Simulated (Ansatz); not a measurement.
Worked calculations on one periodic cell of amorphous Si30N42Mg3: Si30N42Mg3, 75 atoms, volume 839.6 Å³, made by a melt-quench on the CHGNet potential and relaxed with DFT. N atoms were pushed apart under 1.9 Å during the dynamics, to hinder bonds among them. It is a model cell: composition and starting density were chosen by hand, and all elements were melted together. Cycles of charging were run to anneal it. These are PBE, scalar-relativistic without spin-orbit coupling (plane waves to 420 eV, PAW; Ansatz, a program for electronic structure) values and carry that method's errors. Sampling: a 2×2×2 Γ-centred mesh; Fermi-Dirac width 0.02 eV; no spin polarisation. Its volume was held where the quench left it, its shape was free, and it stands at a mean pressure of -0.9 GPa with stress components up to 1.2 GPa; the relaxation ran on the zone centre alone. Its density went from a set 2.97 to 2.97 g/cm³. The cell is small and was quenched far faster than a real film, so it is one sample of the glass.

### Question
Count formal charges (Si +4, N -3, Mg +2). What does the count lead one to expect at the Fermi level, and what does the calculation give?

### Answer
30 × (+4) + 42 × (-3) + 3 × (+2) = 0. The charges balance, so the anion-derived valence states can be full and a gap can open. On this mesh the highest filled and lowest empty level lie 2.06 eV apart; localised defect or tail levels set that (at the zone centre the more localised edge state sits most on one Si atom with neighbours N 1.66 Å, N 1.69 Å, N 1.70 Å), and the nearest spread-out levels lie 3.3 eV apart.

Four energies for a hole at PBE on the zone centre alone (charged cells in a uniform background, spin-polarised): neutral at the neutral geometry -41031.830 eV; charged at the neutral geometry -41039.390 eV; charged and relaxed -41039.536 eV; neutral at the charged geometry -41031.309 eV.

### Question
Find the two relaxation energies and their sum, the reorganisation energy.

### Answer
On charging: -41039.390 − (-41039.536) = 0.146 eV. On discharging: -41031.309 − (-41031.830) = 0.521 eV. The sum is 0.667 eV. The carrier's level spreads over 4 of the 75 atoms' worth, so it counts as localised, most on one N atom with neighbours Si 1.67 Å, Si 1.73 Å, Si 1.88 Å (neutral geometry). The values are uncorrected: the image energy of a point charge in this cell, 2.84 × 14.40 / (2 × 9.4) = 2.2 eV before screening, is screened by electrons alone at the fixed geometry and by ions too after relaxing, and the carrier can be spread before it relaxes, so each term can be off by up to that value times 1/ε∞, some tenths of an eV. PBE's self-interaction favours spread-out carriers, so a hybrid can localise more.
